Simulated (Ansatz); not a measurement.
Start from C in the diamond structure (space group Fd-3m, No. 227; a = 3.560 Å). Axes: x, y, z lie along the cube axes.

Calculations: Kohn–Sham DFT with the r2SCAN functional, run in Ansatz (an electronic-structure program) with PAW and 500 eV plane waves, no spin-orbit coupling.

Before the change:

| Quantity | Value |
|---|---|
| Smallest direct gap | 5.90 eV |
| Valence-band top at Γ | 0.00, 0.00, 0.00 eV |

One thing is altered: biaxial strain +3.00 %, plane normal [001], relaxed out of plane (Cartesian); in-plane vectors clamped, the third vector and the atoms free.

Task: What does the calculation give for the smallest direct gap after the change?

Result: The smallest direct gap shrinks by 0.802 eV (5.90 eV → 5.09 eV).

Task: What happens to the in-plane stress?

Result: The mean in-plane stress (compression positive) comes out as -32.3 GPa.

Task: What does the calculation give for the valence-band top at Γ after the change?

Result: The valence-band top at Γ (three highest levels, from the VBM) becomes 0.00, -0.53, -0.53 eV (base: 0.00, 0.00, 0.00 eV).

Whether these cells are dynamically stable was not tested.
